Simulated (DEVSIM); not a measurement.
System: illuminated Si n-on-p cell, one wavelength, at 350 K.

| layer (left to right) | material | thickness (μm) | Nd (cm⁻³) | Na (cm⁻³) | τn (s) | τp (s) | absorption coefficient (cm⁻¹) |
|---|---|---|---|---|---|---|---|
| 1 | Si | 0.200 | 7.8e18 | - | 8.5e-6 | 3.8e-5 | 26000 |
| 2 | Si | 300 | - | 4e15 | 0.00061 | 0.00061 | 26000 |

Left contact: ohmic, minority hole recombination velocity 20 cm/s. Right contact: ohmic, minority electron recombination velocity 60 cm/s. Voltage is applied to the left contact. Recombination: SRH at mid-gap, radiative, Auger. Light enters at the left, 3.4e16 photons cm⁻² s⁻¹, one pass, no reflection. Mobility is μmin + (μ − μmin)/(1 + (N/Nref)^α).

This is a model device: material constants are rounded textbook-type values typed into the input, and sizes, dopings and lifetimes were drawn at random. Values at 300 K; Nc and Nv go as T^1.5, mobilities as T to minus their exponent, the gap by Varshni's rule with the affinity fixed.

```tsv
parameter	Si
gap (eV)	1.124
affinity (eV)	4.05
permittivity	11.7
Nc (cm⁻³)	2.86e19
Nv (cm⁻³)	3.1e19
μn (cm²/Vs)	1417
μp (cm²/Vs)	470
μn,min	52
μp,min	45
Nref,n	9.7e16
Nref,p	2.2e17
αn	0.68
αp	0.72
T exponent of μn	2.3
T exponent of μp	2.2
B (cm³/s)	4.7e-15
Cn (cm⁶/s)	2.8e-31
Cp (cm⁶/s)	9.9e-32
Varshni α (eV/K)	0.000473
Varshni β (K)	636
```

Simulated with DEVSIM: 1D drift-diffusion, Boltzmann statistics, complete ionisation; no tunnelling, impact ionisation, image-force lowering or self-heating.

The thickness of layer 2 was swept, all else fixed.

```json
[
 {"thickness of layer 2 (μm)": "60", "largest power (mW/cm²)": "2.10", "dark forward voltage at 100 A/cm² (V)": "0.813", "open-circuit voltage (V)": "0.497", "dark forward voltage at 1 A/cm² (V)": "0.659"},
 {"thickness of layer 2 (μm)": "100", "largest power (mW/cm²)": "2.09", "dark forward voltage at 100 A/cm² (V)": "0.822", "open-circuit voltage (V)": "0.494", "dark forward voltage at 1 A/cm² (V)": "0.660"},
 {"thickness of layer 2 (μm)": "180", "largest power (mW/cm²)": "2.07", "dark forward voltage at 100 A/cm² (V)": "0.840", "open-circuit voltage (V)": "0.491", "dark forward voltage at 1 A/cm² (V)": "0.662"},
 {"thickness of layer 2 (μm)": "300", "largest power (mW/cm²)": "2.04", "dark forward voltage at 100 A/cm² (V)": "0.870", "open-circuit voltage (V)": "0.486", "dark forward voltage at 1 A/cm² (V)": "0.664"},
 {"thickness of layer 2 (μm)": "510", "largest power (mW/cm²)": "2.01", "dark forward voltage at 100 A/cm² (V)": "0.935", "open-circuit voltage (V)": "0.479", "dark forward voltage at 1 A/cm² (V)": "0.669"},
 {"thickness of layer 2 (μm)": "900", "largest power (mW/cm²)": "1.96", "dark forward voltage at 100 A/cm² (V)": "1.097", "open-circuit voltage (V)": "0.472", "dark forward voltage at 1 A/cm² (V)": "0.678"},
 {"thickness of layer 2 (μm)": "1500", "largest power (mW/cm²)": "1.93", "dark forward voltage at 100 A/cm² (V)": "1.451", "open-circuit voltage (V)": "0.466", "dark forward voltage at 1 A/cm² (V)": "0.697"}
]
```

From the first row to the last the largest power goes from 2.10 to 1.93. From the first row to the last the dark forward voltage at 100 A/cm² goes from 0.813 to 1.451.
